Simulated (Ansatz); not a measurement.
# PbTe: pressure 3 GPa

Base system: PbTe in the rock salt structure (space group Fm-3m, No. 225; a = 6.4424 Å).

One thing is altered: a hydrostatic pressure of 3 GPa.

The values are results of DFT with PBEsol, PAW potentials and a 420 eV plane-wave cutoff in Ansatz (a program for electronic structure), no spin-orbit coupling, earlier PAW set, not measurements. Settings: 9×9×9 k-points, 0.05 eV Fermi–Dirac smearing.

| quantity | base | changed | shift |
|---|---|---|---|
| volume per atom | 33.42 Å³ | 31.53 Å³ | -1.89 Å³ |
| density | 8.32 g/cm³ | 8.82 g/cm³ | +0.50 g/cm³ |
| lattice parameter a | 644.2 pm | 631.8 pm | -12.4 pm |
| shortest interatomic distance | 322.1 pm | 315.9 pm | -6.2 pm |
| band gap | 0.65 eV | 0.51 eV | -0.14 eV |
| gap character | direct at L | direct at L | – |
| mean gap deformation potential ΔEg/Δln V | – | +2.4 eV | – |
| width of the top valence band | 2.85 eV | 3.23 eV | +0.374 eV |
| electron mass | 0.26 mₑ along k, 0.098 mₑ across (at L) | 0.22 mₑ along k, 0.096 mₑ across (at L) | – |
| hole mass | 0.38 mₑ along k, 0.073 mₑ across (at L) | 0.30 mₑ along k, 0.057 mₑ across (at L) | – |
| valley order (the lowest conduction-band minima on the path, energy above the VBM, named in the base's zone) | L along ⟨111⟩ 0.65 eV; a point along ⟨110⟩, about 0.6 Å⁻¹ from Γ 1.25 eV; a point along ⟨100⟩, about 0.3 Å⁻¹ from Γ 1.71 eV | L along ⟨111⟩ 0.51 eV; a point along ⟨110⟩, about 0.5 Å⁻¹ from Γ 1.17 eV; a point along ⟨100⟩, about 0.3 Å⁻¹ from Γ 1.70 eV | – |

Final structure:

```
CELL_PARAMETERS angstrom
      0.00000     3.15914     3.15914
      3.15914     0.00000     3.15914
      3.15914     3.15914     0.00000
ATOMIC_POSITIONS crystal
  Te 0.00000 0.00000 0.00000
  Pb 0.50000 0.50000 0.50000
```

Spin-orbit coupling, missing from the scalar runs, can matter with Pb and Te. Load acts through the strain it causes; cell and atoms are relaxed under it. Masses are band curvatures over ±0.01 Å⁻¹ around the edge. Along k means along the line from Γ to the band edge. No phonon test of stability was made.
